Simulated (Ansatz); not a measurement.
The parent structure is BAs in the zinc blende structure (space group F-43m, No. 216; a = 4.784 Å). Axes: x, y, z lie along the cube axes.

Level of theory: Ansatz (a quantum-chemistry and plane-wave program), r2SCAN, PAW, cutoff 500 eV, spin-orbit coupling left out.

Base values:

| Quantity | Value |
|---|---|
| Smallest direct gap | 3.44 eV |

Modification: biaxial strain +2.00 %, plane normal [001], relaxed out of plane (Cartesian); in-plane vectors clamped, the third vector and the atoms free.

Question: Predict the new smallest direct gap and in-plane stress.

Answer: The smallest direct gap drops by 0.354 eV to 3.08 eV; the mean in-plane stress (compression positive) amounts to -6.0 GPa.

Stability against distortions was not tested.
